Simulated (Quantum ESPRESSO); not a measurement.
A self-consistent single point of Hg₃Pt (I4/mmm, 4 atoms in the cell) with Quantum ESPRESSO.

Method of the run: PBEsol, GBRV 1.5 ultrasoft (PBESOL) pseudopotentials (plane waves; Quantum ESPRESSO).

```
Hg3Pt
1.0
   -2.10218     2.10218     4.63253
    2.10218    -2.10218     4.63253
    2.10218     2.10218    -4.63253
Hg Pt
3 1
Direct
  0.75000   0.25000   0.50000
  0.25000   0.75000   0.50000
  0.50000   0.50000   0.00000
  0.00000   0.00000   0.00000
```

Reference input (self-consistent single point, DFT, LDA (PZ), plane waves, GBRV 1.5 ultrasoft (LDA) pseudopotentials): ecutwfc = 40 Ry; ecutrho = 320 Ry; occupations = smearing; smearing = fermi-dirac; degauss = 0.0073499 Ry; potentials = {Hg: hg_lda_v1.uspp.F.UPF, Pt: pt_lda_v1.4.uspp.F.UPF}; K_POINTS = automatic 8 8 8 0 0 0; conv_thr = 1e-10 Ry. This run's input differs from it in these lines:

```diff
@@ -22,4 +22,4 @@
 ATOMIC_SPECIES
-Hg   200.5920  hg_lda_v1.uspp.F.UPF
-Pt   195.0840  pt_lda_v1.4.uspp.F.UPF
+Hg   200.5920  hg_pbesol_v1.uspp.F.UPF
+Pt   195.0840  pt_pbesol_v1.4.uspp.F.UPF
 CELL_PARAMETERS angstrom
```

The program printed (abridged):

```
     Self-consistent Calculation

     iteration #  1     ecut=    40.00 Ry     beta= 0.70

     Threshold (ethr) on eigenvalues was too large:
     Diagonalizing with lowered threshold

     negative rho (up, down):  1.708E-01 0.000E+00

     total energy              =    -532.89220842 Ry
     estimated scf accuracy    <       0.49638938 Ry

     iteration #  2     ecut=    40.00 Ry     beta= 0.70

     negative rho (up, down):  1.744E-01 0.000E+00

     total energy              =    -532.93866970 Ry
     estimated scf accuracy    <       0.63738361 Ry

     iteration #  3     ecut=    40.00 Ry     beta= 0.70

     negative rho (up, down):  1.735E-01 0.000E+00

     total energy              =    -533.05279224 Ry
     estimated scf accuracy    <       0.16589897 Ry

   [... 6 blocks of this kind left out ...]

     iteration # 10     ecut=    40.00 Ry     beta= 0.70

     negative rho (up, down):  1.736E-01 0.000E+00

     total energy              =    -533.08807893 Ry
     estimated scf accuracy    <          5.8E-10 Ry

     iteration # 11     ecut=    40.00 Ry     beta= 0.70

     negative rho (up, down):  1.736E-01 0.000E+00
     End of self-consistent calculation

     the Fermi energy is    13.9763 ev

!    total energy              =    -533.08807893 Ry
     estimated scf accuracy    <          1.5E-12 Ry
     smearing contrib. (-TS)   =      -0.00310901 Ry
     internal energy E=F+TS    =    -533.08496992 Ry

     convergence has been achieved in  11 iterations

     negative rho (up, down):  1.736E-01 0.000E+00

     Forces acting on atoms (cartesian axes, Ry/au):

     atom    1 type  1   force =    -0.00000000    0.00000000   -0.00000000
   [... zero for the other atoms too ...]

     Total force =     0.000000     Total SCF correction =     0.000000

     negative rho (up, down):  1.736E-01 0.000E+00
          total   stress  (Ry/bohr**3)                   (kbar)     P=      -70.72
  -0.00047441   0.00000000   0.00000000          -69.79        0.00        0.00
   0.00000000  -0.00047441   0.00000000            0.00      -69.79        0.00
   0.00000000  -0.00000000  -0.00049342            0.00       -0.00      -72.59

   JOB DONE.
```

The run converged in 11 iterations. Against the reference run the pressure goes from -10.29 to -7.07 GPa.

The starting cell comes from a database of computed structures (which also holds hypothetical and non-ambient phases and stackings), without a prior relaxation at this level. Spin polarisation is off. With a pressure of about -7 GPa the cell is away from its equilibrium volume at this level.

Cost on one core of a shared machine: roughly 2 min.
